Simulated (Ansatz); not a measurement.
# Response to strain in SnO2

Consider SnO2 in the rutile structure (space group P4_2/mnm, No. 136; a = 4.769 Å, c = 3.212 Å). Axes: x, y, z lie along a, b, c of the conventional cell.

Strains are applied to the cell and any free atomic positions relax; under biaxial strain the out-of-plane vector relaxes too.

The values are results of PBEsol (Ansatz, a program for electronic structure, PAW, no spin-orbit coupling), not measurements.

Notes on the quantities. pressure: mean of the normal stresses, compression positive.

| case | pressure | out-of-plane strain | band gap |
|---|---|---|---|
| base | 0.00 GPa | – | 0.92 eV |
| biaxial strain −3.00 %, plane normal [001], relaxed out of plane | 6.32 GPa | +2.40 % | 1.20 eV |
| biaxial strain −2.40 %, plane normal [001], relaxed out of plane | 4.98 GPa | +1.88 % | 1.14 eV |
| biaxial strain −1.80 %, plane normal [001], relaxed out of plane | 3.68 GPa | +1.37 % | 1.09 eV |
| biaxial strain −1.20 %, plane normal [001], relaxed out of plane | 2.41 GPa | +0.89 % | 1.03 eV |
| biaxial strain −0.60 %, plane normal [001], relaxed out of plane | 1.18 GPa | +0.44 % | 0.97 eV |

Stability against distortions was not tested.
